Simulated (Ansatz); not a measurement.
Amorphous cells of 8 compositions: the gap between the highest filled and lowest empty level at the zone centre, by PBE and by a single point of r2SCAN on the same geometry (PBE, scalar-relativistic without spin-orbit coupling (plane waves to 420 eV, PAW; Ansatz, a first-principles code); r2SCAN at 500 eV). The networks come from melt-quench runs on the CHGNet potential at compositions and starting densities chosen by hand, with anions pushed apart in the CHGNet dynamics, and DFT then relaxed them. The cells are small and were quenched far faster than real films, so single cells scatter. Defect or tail levels can set these gaps. The rows are the first to finish with both values and no moments.

```
cell                           PBE gap x (eV)  r2SCAN gap y (eV)
-----------------------------  --------------  -----------------
A (Si20Sn5O45, 2.78 g/cm3)               2.63               2.90
B (Si18K12O42, 2.20 g/cm3)               3.27               3.79
C (Si18Pb6O42, 3.72 g/cm3)               3.45               3.86
D (Si18Na6Ca3O42, 2.34 g/cm3)            3.59           withheld
E (Si18Na12O42, 2.23 g/cm3)              3.63               4.19
F (Si22Ti2O48, 2.17 g/cm3)               4.10               4.54
G (Si20Al4O46, 2.20 g/cm3)               4.54               5.19
H (Si22O39F10, 1.90 g/cm3)               5.55               6.29
```

Fit a straight line through the 7 full rows and predict the withheld value for D (Si18Na6Ca3O42, 2.34 g/cm3).

Means: x = 3.881, y = 4.394. Slope = Σ(Δx Δy) / Σ(Δx²) = 6.24 / 5.455 = 1.14; the r.m.s. residual is 0.070. Prediction: 4.394 + 1.14 × (3.59 − 3.881) = 4.06. The run gave 4.16, 0.10 above the line.
